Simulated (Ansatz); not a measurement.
Take BaB₆ (space group Pm-3m, No. 221; a = 4.241 Å) as the base.

Computed with PBEsol (Ansatz, an electronic-structure program, PAW, no SOC).

Before the change:

The volume per atom is 10.90 Å³.

It is then changed as follows: Li takes the place of Ba on all its sites, then cell and atoms are relaxed.

**Question.** What does the calculation give for the volume per atom after the change?

**Answer.** The volume per atom decreases by 0.87 Å³ to 10.03 Å³.

Stability against distortions was not tested. As relaxed here, LiB6 is a hypothetical phase, not in the database extracts checked. The final runs are not spin-polarised. An odd electron count without spin: LiB6.
